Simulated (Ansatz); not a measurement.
## A constructed model of the (111) surface of fcc Pd, (√3x√3)R30° surface alloy, Mn on one Pd site of the top plane (bottom of the slab: a bare face, its two planes held)

Computed with PBE (plane waves to 420 eV, PAW; Ansatz, a program for electronic structure).

Set-up: 18 atoms, 11.4 Å thick at the start; mesh 9x9x1; 0.1 eV smearing; dipole correction on; 6 atoms held, the rest relaxed; symmetry of the start imposed; spin-polarised, ending with about 4.8 μB a cell; orders that need a larger cell were not tried, no spin-orbit, no U. It is one candidate, not shown to be the stable structure of the face.

```yaml
work_function_of_the_top_face: 4.84 eV
energy_released_by_relaxation: 0.030 eV
magnetic_moment_of_the_cell: 4.76 μB
cost: very roughly 16 core-minutes
```
